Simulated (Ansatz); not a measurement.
hcp Gd, treated with PBEsol-D3(BJ) (Ansatz, a first-principles code, plane waves, PAW).

Numerical settings: plane-wave cutoff 520 eV, 18×18×10 k mesh (along the axes of the cell as run), Fermi–Dirac smearing 0.05 eV, spin-polarised with parallel moments, scalar-relativistic PAW data made under PBE.

Computed at the level's own relaxed cell.

Task: Predict the volume per atom, equilibrium lattice constant a and magnetic moment per atom (the cell's total over its atoms).

Result: 
- volume per atom = 28.87 Å³/atom
- equilibrium lattice constant a = 3.465 Å
- magnetic moment per atom (the cell's total over its atoms) = 7.53 μB

The run finds no gap.

Measured, for comparison: equilibrium volume per atom 33.05 Å³/atom (room temperature, not corrected to a static lattice; as tabulated in Söderlind et al. (2014), doi:10.1088/0953-8984/26/41/416001); lattice constant a 3.634 Å (293 K, not corrected to a static lattice, our sources range from 3.634 to 3.640; as tabulated in Wikipedia's data pages). Computed (rounded) less measured: equilibrium volume per atom -12.6 %, lattice constant a -4.7 % (-4.7 % to -4.8 % over the range).

Note: the 4f shell is treated without U or exact exchange, so its levels and filling can be wrong; the collinear magnetic order is the start's and need not be the measured one; the bulk modulus comes from volumes at which shape and atoms were relaxed.

Moments are spin moments.

Spin–orbit coupling is not included.
